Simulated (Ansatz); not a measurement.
Take HfN in the rock salt structure (space group Fm-3m, No. 225; a = 4.5257 Å; relaxed with 0.1 eV smearing) as the base. Axes: x, y, z lie along the cube axes.

Calculations: r2SCAN (Ansatz, a quantum-chemistry and plane-wave program), no SOC.

Strains are applied to the cell and any free atomic positions relax; under stress the whole cell relaxes.

One change was made to it. Results:

```tsv
quantity	base	after
energy relative to the base (free energy F)	0 meV/atom	+23 meV/atom
shortest interatomic distance	226.3 pm	226.3 pm
```

### Question
Name the change that was made.
A. isotropic strain +0.90 %
B. uniaxial stress, 3 GPa tension along x
C. tensor shear ε_yz = +3.47 %

### Answer
C, tensor shear ε_yz = +3.47 %. For comparison, the energy relative to the base in the other runs: uniaxial stress, 3 GPa tension along x gives +0.6 meV/atom; isotropic strain +0.90 % gives +7.2 meV/atom.

Stability under load was not tested beyond the relaxation. The final runs are not spin-polarised. An odd electron count without spin: HfN.
